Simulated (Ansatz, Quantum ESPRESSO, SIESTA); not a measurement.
# Code comparison for Si2Ni (Fm-3m, 3 atoms in the cell)

Relaxation of cell and atoms.

```xyz
3
Lattice="0.0000 2.6848 2.6848 2.6848 0.0000 2.6848 2.6848 2.6848 0.0000" Properties=species:S:1:pos:R:3 pbc="T T T"
Si     1.3424     1.3424     1.3424
Si     4.0272     4.0272     4.0272
Ni     0.0000     0.0000     0.0000
```

Shared settings, as Ansatz (a program for electronic structure) writes them: kpoints.mp_grid.grid = 9 9 9; scf.occupations.method = gaussian; scf.occupations.width = 0.272 eV. Potentials and cutoffs stand in the table.

| code | model | final volume (Å³/atom) | cutoff |
|---|---|---|---|
| Ansatz | PBE, default PAW files | 13.48 | default |
| SIESTA | GGA PBE, numerical atomic orbitals DZP, PseudoDojo PBE standard norm-conserving potentials (rewritten from UPF to PSML) | 13.38 | grid 350 Ry |
| Quantum ESPRESSO | PBE, PSlibrary PAW (PBE) pseudopotentials | 13.44 | 50 Ry |

On Ansatz's run: spin polarisation is off.

The spread over the programs that give each value: final volume within 0.10 Å³/atom.

SIESTA uses small atom-centred bases, whose incompleteness enters pressures, forces and empty levels differently from a plane-wave cutoff. The programs treat the finite-basis stress differently while the cell relaxes: Ansatz adds an estimate of it.

The starting cell comes from a database of computed structures (which also holds hypothetical and non-ambient phases and stackings), without a prior relaxation at this level. Its lattice was rescaled by a random factor within 2.5 % of one.

Keys are those of Ansatz 0.2.
